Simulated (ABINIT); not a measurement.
Band structure of TiNi (Pm-3m, 2 atoms in the cell).

```
TiNi
1.0
    2.96088     0.00000     0.00000
    0.00000     2.96088     0.00000
    0.00000     0.00000     2.96088
Ti Ni
1 1
Direct
  0.50000   0.50000   0.50000
  0.00000   0.00000   0.00000
```

Method: LDA (PW92), norm-conserving pseudopotentials (PseudoDojo nc-sr-04 LDA standard) (plane waves; ABINIT).

Settings: pseudos = [Ti.upf, Ni.upf]; ecut = 49 Ha; occopt = 7; tsmear = 0.1 eV; ngkpt = 9 9 9; nshiftk = 1; shiftk = 0 0 0; potentials = PseudoDojo nc-sr-04 LDA standard; kptopt = 1; nstep = 50; tolvrs1 = 1e-10; ndtset = 2; getden2 = 1.

The starting cell comes from a database of computed structures (which also holds hypothetical and non-ambient phases and stackings), without a prior relaxation at this level. Its lattice was rescaled by a random factor within 2.5 % of one. Spin polarisation is off.

Levels in eV from the Fermi level, bands 12 to 19:
```
point     12     13     14     15     16    17    18    19
-----  -----  -----  -----  -----  -----  ----  ----  ----
Γ      -2.11  -2.11  -2.11   0.44   0.44  2.69  2.69  2.69
X      -2.22  -2.22  -1.79  -0.82  -0.64  0.62  0.62  2.30
M      -2.91  -1.37  -0.80   0.54   0.54  0.93  2.38  2.38
R      -2.26  -2.26  -2.26  -1.34  -1.34  3.24  3.24  6.23
```

Bands cross the Fermi level along this path, so the cell is metallic at this level.
